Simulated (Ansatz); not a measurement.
Antifluorite K₂S was calculated with Hartree–Fock (plane waves, PAW; Ansatz, an electronic-structure program).

Run with plane-wave cutoff 460 eV, 6×6×6 k mesh, Fermi–Dirac smearing 0.01 eV, scalar-relativistic PAW data made under PBE.

Computed at the level's own relaxed cell.

```
CELL_PARAMETERS angstrom
      0.00000     3.82191     3.82191
      3.82191     0.00000     3.82191
      3.82191     3.82191     0.00000
ATOMIC_POSITIONS crystal
  K  0.25000 0.25000 0.25000
  K  0.75000 0.75000 0.75000
  S  0.00000 0.00000 0.00000
```

Question: List the 11 lowest band energies at Γ above −25 eV (eV, relative to the valence band maximum), grouping those that round alike.

Answer: At Γ: -16.78 (×3), -16.58 (×3), -13.53, -0.09 (×3), 8.61.

Note: the cell is over a tenth larger than the published one (another phase or state, or a fault of the published cell, is possible); the run warned that its exchange threshold was loose for the stress.
